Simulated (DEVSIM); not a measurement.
Structure: abrupt Si p-n junction, at 300 K.

Layer 1 from the left is Si, thickness (μm) 0.100, Na (cm⁻³) 2.2e18, τn (s) 5.5e-7, τp (s) 5.5e-7. Layer 2 from the left is Si, thickness (μm) 2.80, Nd (cm⁻³) 1.4e14, τn (s) 5.5e-7, τp (s) 5.5e-7.

Left contact: ohmic. Right contact: ohmic. Voltage is applied to the left contact. Recombination: SRH at mid-gap, radiative. Mobility is constant in doping.

Constants are typed, rounded textbook-type inputs, not results; the design itself was drawn at random and stands for no fabricated device. Values at 300 K.

Si: gap (eV) 1.124, affinity (eV) 4.05, permittivity 11.7, Nc (cm⁻³) 2.86e19, Nv (cm⁻³) 3.1e19, μn (cm²/Vs) 1417, μp (cm²/Vs) 470, B (cm³/s) 4.7e-15.

DEVSIM, 1D drift-diffusion, Boltzmann statistics, complete ionisation; no tunnelling, impact ionisation, image-force lowering or self-heating.

Task: What does the simulation give for the dark forward voltage at 1 A/cm², the dark forward voltage at 100 A/cm²?

Result: dark forward voltage at 1 A/cm² 0.493 V; dark forward voltage at 100 A/cm² 0.695 V.
